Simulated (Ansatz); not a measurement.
# BAs: element substitutions

The parent structure is BAs in the zinc blende structure (space group F-43m, No. 216; a = 4.784 Å).

Each row replaces one element on all its sites; cell and atoms are relaxed.

Levels (all Ansatz, a quantum-chemistry and plane-wave program, PAW): r2SCAN (500 eV, no SOC); HSE06 (420 eV, no spin-orbit coupling).

Band gaps by level, all at the geometries relaxed with r2SCAN:

```json
[
 {"case": "base", "r2SCAN": "1.38 eV", "HSE06": "1.83 eV"},
 {"case": "As → Br", "r2SCAN": "1.07 eV", "HSE06": "1.66 eV"},
 {"case": "B → Ga", "r2SCAN": "0.96 eV", "HSE06": "1.36 eV"},
 {"case": "As → N", "r2SCAN": "5.00 eV", "HSE06": "5.79 eV"}
]
```

Single points use the geometry relaxed with r2SCAN. HSE06 gaps are upper bounds (no full band path). Whether these cells are dynamically stable was not tested. As relaxed here, BBr is a hypothetical phase, not in the database extracts checked.
